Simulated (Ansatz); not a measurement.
Ni3Si under load (space group P4/mmm): band-structure transport figures

Here is the system:

```
CELL_PARAMETERS angstrom
      3.45621     0.00000     0.00000
      0.00000     3.45621     0.00000
      0.00000     0.00000     3.47581
ATOMIC_POSITIONS crystal
  Si 0.00000 0.00000 0.00000
  Ni 0.00000 0.50000 0.50000
  Ni 0.50000 0.00000 0.50000
  Ni 0.50000 0.50000 0.00000
```

The numbers are results of PBEsol, rigid bands (plane waves, PAW, scalar-relativistic; Ansatz, a quantum-chemistry and plane-wave program), not measurements. Condition of this run: uniaxial stress zz = -1 GPa (compression positive) (the target of the relaxation). Cell: cell and atoms relaxed with PBEsol, then loaded as said.

```
Item                                                                   Value
------------------------------------  --------------------------------------
density of states at the Fermi level       2.15 states/(eV·cell), both spins
bare Sommerfeld coefficient                        1.26 mJ/(mol of atoms·K²)
Drude plasma energy                          1.85 (x), 1.85 (y), 1.79 (z) eV
root-mean-square Fermi velocity                                    1.6e5 m/s
resistivity times τ                   143 (x), 143 (y), 152 (z) ×10⁻²² Ω·m·s
```

A metal at this level (no band gap); rigid bands, thermally averaged at 300 K, both spins. Spin-orbit coupling is left out. τ is one relaxation time for all states.

Computed structure with no diffraction record at hand here (it may be known, metastable or hypothetical): Ni3Si under load (space group P4/mmm). Treated as nonmagnetic (a ferromagnetic start lost its moment, other orders weren't tried): Ni3Si under load (space group P4/mmm).
